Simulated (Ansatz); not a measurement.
Band structure of Mg2Sn (P6_3/mmc, 6 atoms in the cell).

```
Mg2Sn
1.0
    5.05842     0.00000     0.00000
   -2.52921     4.38072     0.00000
    0.00000     0.00000     6.27391
Mg Sn
4 2
Direct
  0.00000   0.00000   0.00000
  0.00000   0.00000   0.50000
  0.66667   0.33333   0.25000
  0.33333   0.66667   0.75000
  0.66667   0.33333   0.75000
  0.33333   0.66667   0.25000
```

Computed with PBEsol, PAW files made with PBE (plane waves; Ansatz, a first-principles code).

Settings: basis.ecutwfc = 420 eV; kpoints.mp_grid.grid = 5 5 4; hamiltonian.xc = pbesol; hamiltonian.pseudopotentials = {kind: paw} (the program's default PAW files); scf.occupations.method = gaussian; scf.occupations.width = 0.1 eV; kpoints.band_path.npoints = 8.

The starting cell comes from a database of computed structures (which also holds hypothetical and non-ambient phases and stackings), without a prior relaxation at this level.

Levels in eV from the Fermi level, bands 31 to 38:
```
point     31     32     33     34     35    36    37    38
-----  -----  -----  -----  -----  -----  ----  ----  ----
Γ      -1.64  -0.83  -0.83  -0.79  -0.43  1.34  1.69  1.69
M      -3.04  -2.84  -1.98  -1.33  -0.39  0.97  1.50  2.18
K      -3.17  -2.37  -2.21  -2.21  -0.37  1.83  2.16  2.16
A      -1.02  -1.02  -1.02  -1.02   0.39  0.39  0.99  0.99
L      -2.15  -2.15  -1.67  -1.67   1.38  1.38  2.48  2.48
H      -4.38  -4.38   0.70   0.70   2.38  2.38  2.61  2.61
```

Bands cross the Fermi level along this path, so the cell is metallic at this level.

Keys are those of Ansatz 0.2.
